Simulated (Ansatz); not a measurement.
We consider MoSi2 (P6₂22, No. 180, 9 atoms in the cell; start mp-8938; a measured phase of this formula has another space group), described by r²SCAN+rVV10 in Ansatz (plane waves, PAW).

Numerical settings: plane-wave cutoff 560 eV, 18×18×8 k mesh (along the axes of the cell as run), Fermi–Dirac smearing 0.05 eV, no spin polarisation, scalar-relativistic PAW data made under PBE.

Cell (relaxed at this level):

MoSi2 is modelled in the hexagonal space group P6₂22 (No. 180), Pearson symbol hP9. Lattice parameters: a = b = 4.577 Å, c = 6.570 Å, α = β = 90.00°, γ = 120.00°. Si on 6j has 5 Si at 2.546–2.665 Å and 5 Mo at 2.563–2.665 Å. Mo on 3d sees 10 Si at 2.563–2.665 Å and 4 Mo at 3.168 Å. (Neighbours: up to the widest gap in distance over summed covalent radii, below 1.35, at either atom; cation-cation and far metal-metal contacts left out.)

Task: Predict the band gap, smallest direct gap on the k points sampled and Γ–Γ gap.

Result: 
band gap: 0.15 eV
smallest direct gap on the k points sampled: 0.70 eV
Γ–Γ gap: 3.11 eV

Spin–orbit coupling is not included.

Computed values are for the static lattice.

The result took roughly 110 core-seconds.

A start named mp-… is a Materials Project structure, which need not be a measured phase.

Ansatz is an electronic-structure program.
